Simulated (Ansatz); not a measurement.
Start from SnSe₂ in the CdI2 type structure (space group P-3m1, No. 164; a = 3.8402 Å, c = 6.0066 Å; layered, stacked along the Cartesian z axis).

Calculations: PBE-D3(BJ)/PAW in Ansatz (a program for electronic structure), no SOC.

Strains are applied to the cell and any free atomic positions relax.

One change was made to it. Results:

The pressure (mean of the normal stresses, compression positive) goes from zero to -2.87 GPa; the energy goes up by 23 meV/atom; the gap character goes from indirect, K–Γ (79 % along) → k = (0, 0.400, 1/3) in the run's primitive reciprocal basis to indirect, K–Γ (79 % along) → Γ.

**Question.** What was done to the base?
A) isotropic strain +3.00 %
B) isotropic strain +2.50 %
C) isotropic strain −1.50 %
D) isotropic strain −1.00 %

**Answer.** A, isotropic strain +3.00 %. For comparison, the energy relative to the base in the other runs: isotropic strain −1.00 % gives +3.0 meV/atom; isotropic strain +2.50 % gives +16 meV/atom; isotropic strain −1.50 % gives +7.0 meV/atom.

No phonon test of stability was made. A zero or small gap of SnSe2 under isotropic strain −1.00 % and SnSe2 under isotropic strain −1.50 % can be the functional's error rather than a property of the material.
